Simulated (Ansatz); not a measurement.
# Competing hops of Re-vacancy pair in hcp Ru, neutral cell

Defect: Re-vacancy pair (Re on one host Ru site, one Ru site vacant) in hcp Ru, neutral cell. Computed with PBE, PAW (plane waves to 420 eV; Ansatz, a first-principles code).

36-site cell at the relaxed PBE lattice, a 2×2×2 k-point mesh shifted by half a step along c, smearing 0.10 eV, spin-restricted, no finite-size correction. Static, classical nuclei. Spin-orbit coupling is left out. Forms of the defect that were not tried may lie lower. The order of the sites in energy changes with the mesh.

Barriers: single points on a 4×4×4 k-point mesh shifted by half a step along c at the bands' geometries (they differ from the bands' own by up to 0.23 eV, and are uncertain by about as much).

| Route | Start site over the lowest site run (eV) | Hop (Å) | Forward barrier (eV) | Backward barrier (eV) | Neighbours at the start | Neighbours at the saddle | Saddle order | Forward, on the band's own sampling (eV) |
|---|---|---|---|---|---|---|---|---|
| Re and the vacancy change places (Re-vacancy distance between ideal sites 2.66 Å throughout) | 0.01 | 2.59 | 2.37 | 2.37 | 4 Ru at 2.66, 3 Ru at 2.67, 2 Ru at 2.72, 2 Ru at 2.75 Å | 4 Ru at 2.48, 4 Ru at 3.01 Å | not checked, on a symmetry element | 2.60 |
| Re and the vacancy change places (Re-vacancy distance between ideal sites 2.72 Å throughout) | 0.00 | 2.75 | 2.52 | 2.52 | 6 Ru at 2.66, Ru at 2.69, 2 Ru at 2.72, 2 Ru at 2.73 Å | Ru at 2.43, 2 Ru at 2.47, Ru at 2.64, 4 Ru at 2.83 Å | not checked, on a symmetry element | 2.74 |

Paths come from climbing-image nudged elastic band runs. Of the routes that converged and passed our checks, the lowest saddle point lies 2.38 eV above the lowest of the sites run (Re and the vacancy change places (Re-vacancy distance between ideal sites 2.66 Å throughout)); other sites, such as split forms, and other routes may lie lower. A band can be held on a symmetry element, so unchecked saddle points there may be too high.
